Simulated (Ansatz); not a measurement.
Start from WSe2 (space group P6_3/mmc, No. 194; a = 3.279 Å, c = 12.786 Å; layered, stacked along the Cartesian z axis). Axes: x lies along a and z along c of the hexagonal cell.

Method: Ansatz (a quantum-chemistry and plane-wave program), PBE-D3(BJ), PAW, cutoff 420 eV, no SOC.

It is then changed as follows: the cell is scaled by 0.9940 in all directions, atoms relaxed at fixed cell.

Predict the stress tensor and what it implies for the stiffness.

Stress of the strained cell less that of the base (GPa, compression positive):
```
   1.57    0.00    0.00
   0.00    1.57    0.00
   0.00    0.00    0.61
```

Then B = −ΔP/(ΔV/V₀) with ΔV/V₀ = -0.0179 gives secant stiffness values (nonlinear terms included at this strain): B (at held cell shape, above the free-shape value) ≈ 70 GPa.

No phonon test of stability was made.
